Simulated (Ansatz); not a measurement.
The starting structures come from a database of crystals and need not be the phases stable at ambient conditions.

By PBEsol, the system below comes out a metal.

Without scattering a metal conducts by its projected Fermi surface.

Input:

```
CELL_PARAMETERS angstrom
      5.23550     0.00000     0.00000
     -2.61775     4.53407     0.00000
      2.61775     1.51136     4.27476
ATOMIC_POSITIONS crystal
  Sc 0.00000 0.00000 0.00000
  B  0.00000 0.83864 0.50000
  B  0.00000 0.16136 0.50000
  B  0.00000 0.50000 0.16136
  B  0.00000 0.50000 0.83864
  B  0.66136 0.16136 0.50000
  B  0.33864 0.83864 0.50000
  B  0.33864 0.50000 0.16136
  B  0.66136 0.50000 0.83864
  B  0.33864 0.50000 0.50000
  B  0.66136 0.50000 0.50000
  B  0.33864 0.83864 0.16136
  B  0.66136 0.16136 0.83864
```

Space group of this cell: Fm-3m. The cell is taken as given; by PBEsol its mean pressure is -2.7 GPa.

The current flows along the normal of the first two printed cell vectors, the (111) plane of the conventional cell. No spin-orbit coupling; the value is a mean over 0.1 eV about the Fermi level.

**Question.** Compute, with PBEsol (Ansatz, an electronic-structure program), the ballistic conductance per area.

**Answer.** 0.42 × 10¹⁵ S/m² for both spins.
